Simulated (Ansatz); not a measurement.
A self-consistent single point of BSe (P6_3/mmc, 8 atoms in the cell) with Ansatz (an electronic-structure program).

Level of theory: BLYP, default PAW files made with PBE (plane waves; Ansatz).

```
CELL_PARAMETERS angstrom
      2.99855     0.00000     0.00000
     -1.49928     2.59682     0.00000
      0.00000     0.00000    12.95054
ATOMIC_POSITIONS crystal
  B  0.33333 0.66667 0.17100
  B  0.66667 0.33333 0.67100
  B  0.66667 0.33333 0.82900
  B  0.33333 0.66667 0.32900
  Se 0.33333 0.66667 0.60160
  Se 0.66667 0.33333 0.10160
  Se 0.66667 0.33333 0.39840
  Se 0.33333 0.66667 0.89840
```

Reference input (self-consistent single point, DFT, PBE, plane waves, default PAW files): kpoints.mp_grid.grid = 9 9 2; hamiltonian.xc = pbe; hamiltonian.pseudopotentials = {kind: paw} (the program's default PAW files); scf.occupations.method = gaussian; scf.occupations.width = 0.01 Ry. This run's input differs from it in these lines:

Ansatz 0.2 input:
```diff
@@ -19,3 +19,3 @@
 hamiltonian:
-  xc: pbe
+  xc: blyp
   pseudopotentials:
```

The program printed (abridged):

```
SCF iter   1: F=—  HF=-22541.570225 eV  |F-HF|=—  |Δ(HF+E_count)|=         —  Δρ=1.10e-2  dr2=1.09e-1  ethr=1.77e-3  ⟨swp⟩=5.5  Hψ=4248  notcnv=0
all-band conjugate gradients solve this SCF's bands
preconditioner: auto → Resta (q_TF=auto, 2.603 Å⁻¹)
SCF iter   2: F=—  HF=-22541.541751 eV  |F-HF|=—  |Δ(HF+E_count)|=   2.85e-2  Δρ=6.13e-3  dr2=3.52e-2  ethr=1.43e-4  ⟨swp⟩=1.0  Hψ=1297  notcnv=0
   [... lines left out ...]
SCF iter   4: F=—  HF=-22541.529330 eV  |F-HF|=—  |Δ(HF+E_count)|=   5.07e-4  Δρ=4.54e-4  dr2=1.15e-4  ethr=9.37e-7  ⟨swp⟩=2.0  Hψ=1945  notcnv=0
SCF iter   5: F=—  HF=-22541.529369 eV  |F-HF|=—  |Δ(HF+E_count)|=   3.90e-5  Δρ=1.37e-4  dr2=1.76e-5  ethr=1.52e-7  ⟨swp⟩=2.0  Hψ=1393  notcnv=0
SCF iter   6: F=—  HF=-22541.529378 eV  |F-HF|=—  |Δ(HF+E_count)|=   8.31e-6  Δρ=2.75e-5  dr2=4.60e-7  ethr=2.31e-8  ⟨swp⟩=2.1  Hψ=1544  notcnv=0
SCF iter   7: F=-22541.529378 eV  HF=-22541.529378 eV  |F-HF|=1.34e-8  |Δ(HF+E_count)|=   3.06e-7  Δρ=3.86e-6  dr2=1.62e-8  ethr=1.32e-10  ⟨swp⟩=9.0  Hψ=5132  notcnv=0
SCF 1 converged in 7 iterations: F = -22541.529378 eV  dr2 = 1.62e-8
Free energy (F): -22541.529378 eV
Internal energy: -22541.527033 eV  (E = F + TS)
E sigma→0 (E₀):  -22541.528206 eV
Entropy (-TS):   -0.002345 eV (-0.293 meV/atom)
Fermi energy:    13.997147 eV
--- Forces (eV/Å), atoms counted from 1 ---
  atom   1  B      0.00000000     0.00000000     3.83627204
  atom   2  B     -0.00000000    -0.00000000     3.83627204
  atom   3  B     -0.00000000    -0.00000000    -3.83627204
  atom   4  B     -0.00000000     0.00000000    -3.83627204
  atom   5  Se     0.00000000     0.00000000     0.34201351
  atom   6  Se    -0.00000000    -0.00000000     0.34201351
  atom   7  Se     0.00000000    -0.00000000    -0.34201351
  atom   8  Se     0.00000000     0.00000000    -0.34201351
--- Stress (GPa, compression-positive) ---
       49.930170      -0.000000      -0.000000
       -0.000000      49.930170       0.000000
       -0.000000       0.000000       8.989035
  P = ⅓ Tr σ = 36.2831 GPa (362.831 kbar)
  The stress holds the Pulay correction. Without it, at fixed plane waves, as pw.x and ABINIT print it: P = 36.1474 GPa
```

The run converged in 7 iterations. Against the reference run the pressure goes from 29.54 to 36.28 GPa and the largest force moves little (3.831 to 3.836 eV/Å).

The starting cell was generated: these elements placed on a structure prototype, without a prior relaxation; it need not be a known phase or ordering of this composition. With a pressure of about 36 GPa the cell is away from its equilibrium volume at this level. Forces in this geometry exceed 1 eV/Å. Ansatz's pressure includes its estimate of the finite-basis (Pulay) stress. The run gives no clean gap (levels at the Fermi energy touch, overlap or are partly filled at this smearing), which alone does not show that the compound is a metal.
